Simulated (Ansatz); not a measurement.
# TiB2, response to strain

Take TiB$_{2}$ (space group P6/mmm, No. 191; a = 3.0324 Å, c = 3.2238 Å; relaxed with 0.1 eV smearing) as the base. Axes: x lies along a and z along c of the hexagonal cell.

Strains are applied to the cell and any free atomic positions relax.

Calculations: Ansatz (a first-principles code) PBE, spin-orbit coupling left out.

Notes on the quantities. energy relative to the base: free energy F.

| uniaxial strain ε_zz (%) | energy relative to the base (meV/atom) |
|---|---|
| 0 | 0.0 |
| 0.5 | 0.3 |
| 1 | 1.2 |
| 1.5 | 2.6 |
| 2 | 4.7 |
| 2.5 | ? |
| 3 | 10.3 |

Task: Fit ΔE = Aε² + Bε³ (ε in %) to the rows shown and predict the withheld row.

Result: Least squares on the printed values gives A = 1.21 and B = -0.021 meV/atom (largest residual 0.0 meV/atom); this predicts 7.2 meV/atom, and the run gives 7.2 meV/atom, in agreement.

Whether these cells are dynamically stable was not tested. The final runs are not spin-polarised.
